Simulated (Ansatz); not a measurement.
The reference is ZnSe in the zinc blende structure (space group F-43m, No. 216).

```xyz
2
Lattice="0.0000 2.8330 2.8330 2.8330 0.0000 2.8330 2.8330 2.8330 0.0000" Properties=species:S:1:pos:R:3 pbc="T T T"
Se     4.2496     4.2496     4.2496
Zn     0.0000     0.0000     0.0000
```

Method: r2SCAN, PAW, 500 eV (Ansatz, a quantum-chemistry and plane-wave program; no spin-orbit coupling), earlier PAW set.

Carriers are added at fixed cell with a uniform background; the Fermi–Dirac width is that of 300 K.

One change was made to it. Results:

```json
[
 {"quantity": "Fermi level relative to the doped band's edge (positive inside the band; to 0.05 eV)", "base": "–", "after": "+0.70 eV"},
 {"quantity": "gap character", "base": "direct at Γ", "after": "direct at Γ"}
]
```

Problem. Name the change that was made.
(A) electrons 2.0×10^21 cm⁻³
(B) electrons 1.0×10^21 cm⁻³
(C) holes 1.0×10^22 cm⁻³
(D) holes 1.0×10^21 cm⁻³

Solution. C, holes 1.0×10^22 cm⁻³. For comparison, the Fermi level from band edge in the other runs: holes 1.0×10^21 cm⁻³ gives +0.20 eV; electrons 2.0×10^21 cm⁻³ gives +1.45 eV; electrons 1.0×10^21 cm⁻³ gives +1.25 eV.

Carriers are added with a uniform compensating background; total energy and stress of such cells depend on the potential's zero and are not compared; many-body gap narrowing is missing at this level. Whether these cells are dynamically stable was not tested.
